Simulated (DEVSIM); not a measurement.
Device: abrupt GaAs p-n junction, at 250 K.

Layer 1 from the left is GaAs, thickness (μm) 1.70, Na (cm⁻³) 9.3e17, τn (s) 3.3e-10, τp (s) 3.3e-10. Layer 2 from the left is GaAs, thickness (μm) 2.80, Nd (cm⁻³) 4.6e16, τn (s) 3.3e-10, τp (s) 3.3e-10.

Left contact: ohmic. Right contact: ohmic. Voltage is applied to the left contact. Recombination: SRH at mid-gap, radiative, Auger. Mobility is μmin + (μ − μmin)/(1 + (N/Nref)^α).

This is a model device: material constants are rounded textbook-type values typed into the input, and sizes, dopings and lifetimes were drawn at random. Values at 300 K; Nc and Nv go as T^1.5, mobilities as T to minus their exponent, the gap by Varshni's rule with the affinity fixed.

GaAs: gap (eV) 1.424, affinity (eV) 4.07, permittivity 12.9, Nc (cm⁻³) 4.7e17, Nv (cm⁻³) 9e18, μn (cm²/Vs) 8500, μp (cm²/Vs) 400, μn,min 500, μp,min 20, Nref,n 6e16, Nref,p 1.5e17, αn 0.39, αp 0.38, T exponent of μn 2.1, T exponent of μp 2.2, B (cm³/s) 2e-10, Cn (cm⁶/s) 1e-30, Cp (cm⁶/s) 1e-30, Varshni α (eV/K) 0.000541, Varshni β (K) 204.

Task: Estimate by hand the built-in potential, the peak field at zero bias, the capacitance at -1.5 V, and compare with a numerical solution.

Result: 
- Built-in potential: ni = √(Nc Nv) exp(−Eg/2kT) = 4150 cm⁻³ with Eg = 1.446 eV; Vbi = kT/q ln(Na Nd/ni²) = 1.359 V; numerical 1.359 V.
- Peak field at zero bias: depletion approximation: W = √(2εVbi/(qN)) = 0.210 μm with N = 4.38e16 cm⁻³; field = 2Vbi/W = 129000 V/cm; numerical 128000 V/cm (estimate above by 1.3 %).
- Capacitance at -1.5 V: C = √(qεN / 2(Vbi + |V|)) = 37.5 nF/cm²; numerical 37.7 nF/cm² (estimate below by 0.76 %).

Simulated with DEVSIM: 1D drift-diffusion, Boltzmann statistics, complete ionisation; no tunnelling, impact ionisation, image-force lowering or self-heating.
